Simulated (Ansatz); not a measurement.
**ZrSi2 with two functionals**

Base system: ZrSi2 (space group Cmcm, No. 63; a = 3.7044 Å, b = 14.7922 Å, c = 3.6789 Å).

(Cell as relaxed with PBE.)

Levels (all Ansatz, a program for electronic structure, PAW): PBE (420 eV, spin-orbit coupling left out); r2SCAN (500 eV, scalar-relativistic without spin-orbit coupling).

Each level relaxes its own structure.

| quantity | PBE | r2SCAN |
|---|---|---|
| volume per atom | 16.80 Å³ | ___ |
| space group | Cmcm (No. 63) | ___ |
| band gap | zero | ___ |

Predict the r2SCAN column.


- volume per atom, r2SCAN: 16.75 Å³
- space group, r2SCAN: Cmcm (No. 63)
- band gap, r2SCAN: zero

PBE's volume per atom lies 0.05 Å³ above r2SCAN's (0.3 %); the two agree on the space group and band gap. Neither level is exact; r2SCAN is the comparison here, not a measurement.

Stability against distortions was not tested. The final runs are not spin-polarised.
